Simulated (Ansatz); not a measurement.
RuAl (Pm-3m), LDA, DFPT electron-phonon coupling, linearised Boltzmann equation run with Ansatz (an electronic-structure program). Condition of this run: functional LDA. Phonon-limited resistivity 6.43 μΩ·cm at 300 K, 8.82 μΩ·cm at 400 K, current-weighted mean free path 9.1 nm, Drude plasma energy 8.02 eV.

Question: Estimate the resistivity of a 20 nm square wire with diffuse walls from ρ ≈ ρ₀(1 + 3ℓ/4d).

Answer: 1 + 0.75 × 9.1/20 = 1.34, so ρ ≈ 8.62 μΩ·cm and a line 1 μm long has 216 Ω. The formula is the free-electron limit for d well above ℓ; grain boundaries add to it.

Question: What is the classical skin depth at 100 GHz (nonmagnetic, μ₀ = 1.257×10⁻⁶ H/m)?

Answer: δ = √(ρ/(π f μ₀)) = 404 nm.

Question: What Drude relaxation time do resistivity and plasma energy imply?

Answer: ω_p = 1.22e16 s⁻¹, so τ = 1/(ε₀ ω_p² ρ) = 11.8 fs, a damping ħ/τ of 55.6 meV.

A metal at this level (no band gap). Only scattering by harmonic phonons is included (no impurities, grain boundaries, electron-electron scattering or thermal expansion). Spin-orbit coupling is left out. Halving the electron mesh (28x28x28) moves the resistivity by up to 2 % at 300 K, the mean free path by up to 3 %. Smearing 0.20 eV; phonons on a 5x5x5 q mesh, which this run doesn't test.
